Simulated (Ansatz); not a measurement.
Input:

```
CELL_PARAMETERS angstrom
      0.00000     2.78151     2.78151
      2.78151     0.00000     2.78151
      2.78151     2.78151     0.00000
ATOMIC_POSITIONS crystal
  Li 0.25000 0.25000 0.25000
  Li 0.75000 0.75000 0.75000
  S  0.00000 0.00000 0.00000
```

No spin polarisation.

Method: plane-wave PAW DFT at the PBE level (Ansatz, a program for electronic structure, 420 eV), without spin-orbit coupling. k-mesh 10×10×10 (Γ-centred); smearing 0.05 eV (Fermi–Dirac).

Task: What hole mass (degenerate bands, along [100]) does the calculation give?

Result: 0.49, 0.89, 0.89 mₑ (at Γ).

Task: Predict the gap character.

Result: Indirect, Γ → X.

The cells carry an imposed strain or load. Effective masses come from finite differences of ±0.01 Å⁻¹. No phonon test of stability was made. The cell was made from Li₂S in the anti-fluorite structure (space group Fm-3m, No. 225) by this change: isotropic strain −2.50 %.
